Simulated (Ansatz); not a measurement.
Start from AlN in the rock salt structure (space group Fm-3m, No. 225; a = 4.045 Å; a model cell, its experimental status unchecked). Axes: x, y, z lie along the cube axes.

Level of theory: DFT with PBEsol, PAW potentials and a 420 eV plane-wave cutoff in Ansatz (a program for electronic structure), spin-orbit coupling left out.

Base values:

The valence-band top at Γ comes out as 0.00, 0.00, 0.00 eV. The smallest direct gap is 5.63 eV.

It is then changed as follows: uniaxial stress, 2 GPa tension along z; all other stress components relax to zero.

How does this affect the strain response, energy relative to the base, valence-band top at Γ and smallest direct gap?

The strain response (xx, yy, zz) is (−0.15, −0.15, +0.57) %; the energy hardly moves; the valence-band top at Γ (three highest levels, from the VBM) changes from 0.00, 0.00, 0.00 eV to 0.00, -0.05, -0.05 eV; the smallest direct gap decreases by 0.07 eV (5.63 eV → 5.56 eV).

Beyond what the load breaks, stability against distortions was not tested. The base started in Pnma and relaxed to Fm-3m at this level. This is not the structure that AlN has at room temperature and ambient pressure.
